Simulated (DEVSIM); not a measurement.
Model (solved in DEVSIM): 1D Poisson equation in equilibrium, Boltzmann statistics, complete ionisation; no quantum confinement or tunnelling. Metal contacts follow the ideal Schottky-Mott rule: no Fermi-level pinning, no interface dipoles.

Device: Co/SiON/p-GaSb capacitor, at 250 K.

```
layer (left to right)  material  thickness (nm)  Na (cm⁻³)
---------------------  --------  --------------  ---------
1                          SiON            22.0          -
2                          GaSb            5700     1.1e16
```

Metal gate on the left, work function 5 eV. Fixed charge at the semiconductor interface -2.8e11 cm⁻² (in units of +e); no interface traps.

Constants are typed, rounded textbook-type inputs, not results; the design itself was drawn at random and stands for no fabricated device. Values at 300 K; Nc and Nv go as T^1.5, mobilities as T to minus their exponent, the gap by Varshni's rule with the affinity fixed.

| parameter | SiON | GaSb |
|---|---|---|
| gap (eV) | 7 | 0.726 |
| affinity (eV) | 1.4 | 4.06 |
| permittivity | 5.5 | 15.7 |
| Nc (cm⁻³) | - | 2.1e17 |
| Nv (cm⁻³) | - | 1.8e19 |
| Varshni α (eV/K) | - | 0.00042 |
| Varshni β (K) | - | 140 |

One input was changed, with this effect: capacitance of the dielectric stack little changed (0.221 μF/cm²); flat-band voltage 0.55 → 0.25 V; threshold voltage (band bending 2φF) 1.32 → 1.01 V; minimum of the low-frequency capacitance little changed (0.0438 μF/cm²).

Which change was it?
(A) SiON thickness 0.022 → 0.026 μm
(B) interface trap density 0 → 1e+12 cm^-2 eV^-1
(C) substrate doping 1.1e+16 → 2.2e+16 cm^-3
(D) fixed charge -2.8e+11 → 1.4e+11 cm^-2
(E) gate work function 5 → 5.15 eV

D, fixed charge -2.8e+11 → 1.4e+11 cm^-2
